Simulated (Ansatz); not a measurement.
The starting structures come from a database of crystals and need not be the phases stable at ambient conditions.

 Where the default PAW files enter, the runs use the earlier of Ansatz's two default sets.

Inside the gap of an insulator the Bloch states are evanescent, with a wavenumber k + iκ along the transport direction.

```yaml
crystal:
  lattice:
    - [4.46231, 0.00000, 0.00000]
    - [2.23116, 4.15127, 0.00000]
    - [2.23116, 0.00000, 2.23116]
  atoms:
    - { symbol: Al, position: [0.33867, 0.32266, 0.00000] }
    - { symbol: Al, position: [0.66133, 0.67734, 0.00000] }
    - { symbol: Os, position: [0.00000, 0.00000, 0.00000] }
```

Space group of this cell: I4/mmm. The cell is taken as given.

Transport runs along the normal of the first two printed cell vectors, the (110) plane of the conventional cell.

No gap correction and no spin-orbit coupling; mid-gap values are interpolated between computed energies.

Task: Compute, with r2SCAN (Ansatz, a program for electronic structure), the band gap and the smallest decay constant κ at mid-gap.

Result: Gap 0.49 eV on a 14×14×14 mesh; κ = 0.138 1/Å, at (0.500, 0.250) of the in-plane reciprocal vectors. At the zone centre, at the nearest computed energy, the slowest state has κ = 0.16 1/Å.
